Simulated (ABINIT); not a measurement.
**ABINIT run on PdRh (R-3m, 2 atoms in the cell): self-consistent single point**

Method of the run: PBEsol, PAW (JTH v2.0 PBE PAW, files made for PBE) (plane waves; ABINIT).

Input as run:

```
# PdRh, JTH v2.0 PBE PAW
pp_dirpath "./"
pseudos "Pd.GGA_PBE-JTH.xml, Rh.GGA_PBE-JTH.xml"
acell 4.6908087500 4.6908087500 4.6908087500 Angstrom
rprim
         0.2892029958    0.1669714275    0.9425933215
        -0.2892029958    0.1669714275    0.9425933215
        -0.0000000000   -0.3339428549    0.9425933215
natom 2
ntypat 2
znucl 46 45
typat 1 2
xcart
         0.0000000000    0.0000000000    0.0000000000
        -0.0000000000    0.0000000000   12.5332069548
ecut 24
pawecutdg 48
pawxcdev 0
ixc -116133
occopt 7
tsmear 0.00183747
nband 24
kptopt 1
ngkpt 14 14 14
nshiftk 1
shiftk 0 0 0
nstep 100
tolvrs 1.0e-11
prtwf 0
prtden 0
prtvol 1
```

Output, abridged:

```
 Symmetries : space group R-3 m (#166); Bravais hR (rhombohedral)

 -outvars: echo values of preprocessed input variables --------
            acell      8.8643438792E+00  8.8643438792E+00  8.8643438792E+00 Bohr
             ecut      2.40000000E+01 Hartree
              ixc     -116133
         kptrlatt       14    0    0      0   14    0      0    0   14
          kptrlen      7.17806546E+01
            natom           2
            nband          24
            ngfft          40      40      40
          ngfftdg          60      60      60
             nkpt         288
            nstep         100
             nsym          12
           ntypat           2
           occopt           7
        pawecutdg      4.80000000E+01 Hartree
         pawxcdev           0
            rprim      2.8920299580E-01  1.6697142750E-01  9.4259332150E-01
                      -2.8920299580E-01  1.6697142750E-01  9.4259332150E-01
                      -0.0000000000E+00 -3.3394285490E-01  9.4259332150E-01
          spgroup         166
           tolvrs      1.00000000E-11
           tsmear      1.83747000E-03 Hartree
            typat      1  2
           useylm           1
             xred      0.0000000000E+00  0.0000000000E+00  0.0000000000E+00
                       5.0000000000E-01  5.0000000000E-01  5.0000000000E-01
            znucl       46.00000   45.00000

== DATASET  1 ==================================================================

 Real(R)+Recip(G) space primitive vectors, cartesian coordinates (Bohr,Bohr^-1):
 R(1)=  2.5635948  1.4800922  8.3554713  G(1)=  0.1950386  0.1126056  0.0398940
 R(2)= -2.5635948  1.4800922  8.3554713  G(2)= -0.1950386  0.1126056  0.0398940
 R(3)=  0.0000000 -2.9601843  8.3554713  G(3)=  0.0000000 -0.2252112  0.0398940
 Unit cell volume ucvol=  1.9022182E+02 bohr^3
 Angles (23,13,12)=  3.36204931E+01  3.36204931E+01  3.36204931E+01 degrees

 Coarse grid specifications (used for wave-functions):

 getcut: wavevector=  0.0000  0.0000  0.0000  ngfft=  40  40  40
         ecut(hartree)=     24.000   => boxcut(ratio)=   2.04754

 Fine grid specifications (used for densities):

 getcut: wavevector=  0.0000  0.0000  0.0000  ngfft=  60  60  60
         ecut(hartree)=     48.000   => boxcut(ratio)=   2.17030

   2.36442611E+03                                ecore*ucvol(ha*bohr**3)

 newkpt: prtvol=0 or 1, do not print more k-points.
_setup2: Arith. and geom. avg. npw (full set) are    1068.188    1068.174

--- !BeginCycle
solver: {iscf: 17, nstep: 100, nline: 4, wfoptalg: 10, }
tolerances: {tolvrs: 1.00E-11, }
...

     iter   Etot(hartree)      deltaE(h)  residm     nres2
 ETOT  1  -228.99278792492    -2.290E+02 6.776E+01 3.310E+02
 ETOT  2  -240.34649202997    -1.135E+01 4.018E-01 2.846E+02
 ETOT  3  -240.19202738577     1.545E-01 2.966E-01 1.754E+02
 ETOT  4  -240.19872247922    -6.695E-03 9.212E-02 4.798E+01
 ETOT  5  -240.20940242913    -1.068E-02 1.158E-01 5.060E+01
 ETOT  6  -240.21405056384    -4.648E-03 6.993E-02 5.099E+01
   [... 20 lines left out ...]
 ETOT 27  -240.19505929302    -1.972E-11 5.704E-04 6.313E-08
 ETOT 28  -240.19505929300     1.788E-11 8.117E-04 1.809E-09
 ETOT 29  -240.19505929301    -5.542E-12 3.083E-04 4.472E-10
 ETOT 30  -240.19505929301    -9.095E-13 4.187E-04 1.101E-10
 ETOT 31  -240.19505929301     1.819E-12 1.607E-04 8.760E-12

 At SCF step   31       nres2   =  8.76E-12 < tolvrs=  1.00E-11 =>converged.

 Cartesian components of stress tensor (hartree/bohr^3)
  sigma(1 1)=  5.90913253E-05  sigma(3 2)= -2.31288599E-12
  sigma(2 2)=  5.90913322E-05  sigma(3 1)=  0.00000000E+00
  sigma(3 3)=  5.23722152E-05  sigma(2 1)=  0.00000000E+00

 ----iterations are completed or convergence reached----

 reduced coordinates (array xred) for    2 atoms
       0.000000000000      0.000000000000      0.000000000000
       0.500000000000      0.500000000000      0.500000000000
 cartesian forces (eV/Angstrom) at end:
    1     -0.00000000000000    -0.00000000000000    -0.00000000000000
    2     -0.00000000000000    -0.00000000000000    -0.00000000000000
 frms,max,avg= 0.0000000E+00 0.0000000E+00   0.000E+00  0.000E+00  0.000E+00 e/A
 length scales=  8.864343879244  8.864343879244  8.864343879244 bohr
              =  4.690808750000  4.690808750000  4.690808750000 angstroms
 Fermi (or HOMO) energy (hartree) =   0.51942   Average Vxc (hartree)=  -0.48334
 Eigenvalues (hartree) for nkpt= 288  k points:
 kpt#   1, nband= 24, wtk=  0.00036, kpt=  0.0000  0.0000  0.0000 (reduced coord)
  -2.58729   -2.36599   -1.33254   -1.31953   -1.31953   -1.18361   -1.17734   -1.17734
   0.23161    0.30174    0.39860    0.39860    0.40618    0.40827    0.40827    0.47378
   0.47378    0.53066    0.53066    0.54535    0.81087    1.09855    1.12451    1.29055
      occupation numbers for kpt#   1
   2.00000    2.00000    2.00000    2.00000    2.00000    2.00000    2.00000    2.00000
   2.00000    2.00000    2.00000    2.00000    2.00000    2.00000    2.00000    2.00000
   2.00000    0.00000    0.00000    0.00000    0.00000    0.00000    0.00000    0.00000
 prteigrs : prtvol=0 or 1, do not print more k-points.

--- !EnergyTerms
comment             : Components of total free energy in Hartree
kinetic             :  2.81726599412882E+01
hartree             :  3.27759725268735E+01
xc                  : -9.35133397173317E+00
Ewald energy        : -1.93838929230829E+02
psp_core            :  1.24298361406447E+01
local_psp           : -1.21185343478932E+02
spherical_terms     :  1.08022603744531E+01
internal            : -2.40194877698235E+02
'-kT*entropy'       : -1.80184946270013E-04
total_energy        : -2.40195057883181E+02
total_energy_eV     : -6.53603992133416E+03
...

-Cartesian components of stress tensor (GPa)         [Pressure= -1.6726E+00 GPa]
- sigma(1 1)=  1.73852652E+00  sigma(3 2)= -6.80474438E-08
- sigma(2 2)=  1.73852672E+00  sigma(3 1)=  0.00000000E+00
- sigma(3 3)=  1.54084351E+00  sigma(2 1)=  0.00000000E+00

 Calculation completed.
```

The run converged in 31 iterations.

The starting cell comes from a database of computed structures (which also holds hypothetical and non-ambient phases and stackings), without a prior relaxation at this level. Its lattice was rescaled by a random factor within 2.5 % of one. Spin polarisation is off. The potentials were made for another functional than the one used.

Cost on one core of a shared machine: roughly 10 min.
